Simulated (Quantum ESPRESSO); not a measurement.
# What a tighter setting buys: K_POINTS, MgS (Fm-3m, 2 atoms in the cell)

```xyz
2
Lattice="-2.5945 0.0000 2.5945 0.0000 2.5945 2.5945 -2.5945 2.5945 0.0000" Properties=species:S:1:pos:R:3 pbc="T T T"
Mg     0.0000     0.0000     0.0000
S     -2.5945     2.5945     2.5945
```

Method: PBE, PseudoDojo standard norm-conserving (PBE) pseudopotentials (plane waves; Quantum ESPRESSO 7.5).

Base settings: ecutwfc = 85 Ry; occupations = smearing; smearing = gauss; degauss = 0.0036749 Ry; potentials = {Mg: Mg.upf, S: S.upf}; K_POINTS = automatic 11 11 11 0 0 0; conv_thr = 1e-10 Ry.

Misses are taken against the tightest run, automatic 27 27 27 0 0 0, which need not be fully converged itself. The energy is the free energy per atom.

The count of work is k-points × plane waves × bands × iterations; it is no time, and leaves out set-up, grids and terms that scale otherwise. Core times come from one kind of shared machine and are given to one figure; runs under 30 s give none.

The starting cell comes from a database of computed structures (which also holds hypothetical and non-ambient phases and stackings), without a prior relaxation at this level. Its lattice was rescaled by a random factor within 2.5 % of one.

The runs (K_POINTS): automatic 1 1 1 0 0 0 | automatic 2 2 2 0 0 0 | automatic 3 3 3 0 0 0 | automatic 4 4 4 0 0 0 | automatic 5 5 5 0 0 0 | automatic 6 6 6 0 0 0 | automatic 7 7 7 0 0 0 | automatic 11 11 11 0 0 0 | automatic 14 14 14 0 0 0 | automatic 17 17 17 0 0 0 | automatic 21 21 21 0 0 0 | automatic 27 27 27 0 0 0.

Problem. Which is the coarsest setting among those run that, with all tighter ones, holds the energy within 20 meV/atom of the reference, and what does it save?

Solution. automatic 5 5 5 0 0 0, off by 5.7 meV/atom; it needs 0.018 of the reference's count of work.

Problem. Which is the coarsest setting among those run that, with all tighter ones, holds the energy within 5 meV/atom of the reference, and what does it save?

Solution. automatic 6 6 6 0 0 0, off by 1.5 meV/atom; it needs 0.029 of the reference's count of work.

Problem. What does the step from automatic 3 3 3 0 0 0 to automatic 7 7 7 0 0 0 buy?

Solution. It takes the miss in the energy from 120 to 0.39 meV/atom, for 5.0 times the count of work.

| K_POINTS | energy less reference (meV/atom) | pressure less reference (GPa) | count of work / reference | core time / reference (rough) |
|---|---|---|---|---|
| automatic 1 1 1 0 0 0 | 5607.28 | 53.01 | 0.0020 | – |
| automatic 2 2 2 0 0 0 | 702.69 | 7.03 | 0.0054 | – |
| automatic 3 3 3 0 0 0 | 116.82 | 1.60 | 0.0071 | – |
| automatic 4 4 4 0 0 0 | 24.26 | 0.38 | 0.014 | – |
| automatic 5 5 5 0 0 0 | 5.67 | 0.10 | 0.018 | – |
| automatic 6 6 6 0 0 0 | 1.45 | 0.03 | 0.029 | – |
| automatic 7 7 7 0 0 0 | 0.39 | 0.01 | 0.036 | – |
| automatic 11 11 11 0 0 0 | 0.00 | 0.00 | 0.100 | 0.1 |
| automatic 14 14 14 0 0 0 | 0.00 | 0.00 | 0.19 | 0.2 |
| automatic 17 17 17 0 0 0 | 0.00 | 0.00 | 0.29 | 0.3 |
| automatic 21 21 21 0 0 0 | 0.00 | 0.00 | 0.51 | 0.6 |
| automatic 27 27 27 0 0 0 | 0.00 | 0.00 | 1.0 | 1 |
